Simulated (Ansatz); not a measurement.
The reference is TiN in the rock salt structure (space group Fm-3m, No. 225; relaxed with 0.1 eV smearing).

```
TiN
1.0
    0.00000     2.11696     2.11696
    2.11696     0.00000     2.11696
    2.11696     2.11696     0.00000
N Ti
1 1
Cartesian
  0.00000   0.00000   0.00000
  2.11696   2.11696   2.11696
```

Cartesian axes are those of the cell as printed.

Calculations: Kohn–Sham DFT with the r2SCAN functional, run in Ansatz (a program for electronic structure) with PAW and 500 eV plane waves, spin-orbit coupling left out, earlier PAW set.

Base values:

```
Property                           Result
-----------------------------  ----------
Shortest interatomic distance  4.000 bohr
```

It is then changed as follows: a pure shear with ε_xy = ε_yx = 0.0178; the atoms relax in the strained cell.

### Question
What happens to the stress?

### Answer
The stress (xx, yy, zz, yz, xz, xy; compression positive) comes out as (0.2, 0.2, -0.1, 0.0, 0.0, -6.4) GPa.

### Question
What happens to the energy relative to the base?

### Answer
The energy grows by 6.8 meV/atom.

### Question
What happens to the shortest interatomic distance?

### Answer
The shortest interatomic distance is still 4.000 bohr.

No phonon test of stability was made. All final runs are without spin polarisation. An odd electron count without spin: TiN.
